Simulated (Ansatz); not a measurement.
## Effect of biaxial strain −0.42 %, plane normal [111], relaxed out of plane on Li2S

Start from Li₂S in the anti-fluorite structure (space group Fm-3m, No. 225; a = 5.655 Å). Axes: x, y, z lie along the cube axes.

It is then changed as follows: compressive biaxial strain of 0.42 % in the plane normal to [111], as in epitaxy on a mismatched substrate; the out-of-plane cell vector and the atoms relax.

Computed with Ansatz (a quantum-chemistry and plane-wave program), PBEsol, PAW, cutoff 420 eV, no spin-orbit coupling. Settings: 10×10×10 k-points, 0.05 eV Fermi–Dirac smearing.

The volume per atom falls by 0.10 Å³ (15.07 Å³ → 14.97 Å³) and the space group goes from Fm-3m (No. 225) to R-3m (No. 166). The shortest interatomic distance decreases by 0.008 Å (2.449 Å → 2.441 Å) and the energy stays essentially unchanged. The pressure (mean of the normal stresses, compression positive) goes from zero to 2.8 kbar and the band gap drops by 0.01 eV to 3.19 eV. The gap character comes out as indirect, Γ → F and the smallest direct gap rises by 0.024 eV, from 4.21 eV to 4.24 eV. The electron mass is still 0.62 mₑ along k, 0.33 mₑ across (at X) and the valence-band top at Γ (three highest levels, from the VBM) goes from 0.00, 0.00, 0.00 eV to 0.00, 0.00, -0.02 eV. The valley order (the lowest conduction-band minima on the path, energy above the VBM, named in the base's zone) becomes X along [010] 3.19 eV; Γ 4.24 eV (base: X along ⟨100⟩ 3.20 eV; Γ 4.21 eV) and the out-of-plane strain is +0.19 %.

Masses are band curvatures over ±0.01 Å⁻¹ around the edge. Along k means along the line from Γ to the band edge. Stability against distortions was not tested. Labels are those of the standard path for the cell's own space group.
